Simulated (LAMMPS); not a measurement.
Melts of ZnSe (zinc blende) with 50 % of Se sites S cooled to 300 K at several rates.

Level of theory: classical MD, pair style sw, file CdTeZnSeHgS0.sw (LAMMPS).

```tsv
cooling rate (K/s)	energy above the crystal	state	density	coordination number of S by Zn	rough cost
1e+12	0.135 eV/atom	crystallised	4.56 g/cm³ (one sample)	3.95 (counted to 3.06 Å)	70 core-minutes
1e+13	0.274 eV/atom	glass	4.49 g/cm³ (one sample)	4.10 (counted to 3.30 Å)	14 core-minutes
1e+14	0.333 eV/atom	glass	4.43 g/cm³ (one sample)	4.18 (counted to 3.30 Å)	4 core-minutes
```

Costs are rough and include melting and analysis.

Caution: the real compound melts congruently only under the pressure of its own vapour and loses its more volatile element when open.

Caution (row 1e+12): the cell keeps the atom count and shape of the starting crystal, which eases freezing.
